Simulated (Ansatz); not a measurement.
**A computed series for ZnS: pressure series**

Base system: ZnS in the wurtzite structure (space group P6_3mc, No. 186; a = 3.8061 Å, c = 6.2447 Å).

Cell and atoms are relaxed at each pressure.

All numbers come from DFT with r2SCAN, PAW potentials and a 500 eV plane-wave cutoff in Ansatz (a quantum-chemistry and plane-wave program), spin-orbit coupling left out.

Candidates:
(a) pressure 0.3 GPa
(b) pressure 10 GPa
(c) pressure −1 GPa

For the base:

* **Band gap**: 2.78 eV

Q: Order them by band gap, highest first.

A: (b) pressure 10 GPa (3.26 eV), (a) pressure 0.3 GPa (2.80 eV), (c) pressure −1 GPa (2.72 eV)

Load acts through the strain it causes; cell and atoms are relaxed under it. No phonon test of stability was made. Tetrahedral semiconductors of this kind turn to denser phases somewhere between about 1 and 50 GPa; those were not computed, so compressed cells here can lie past the real transition.
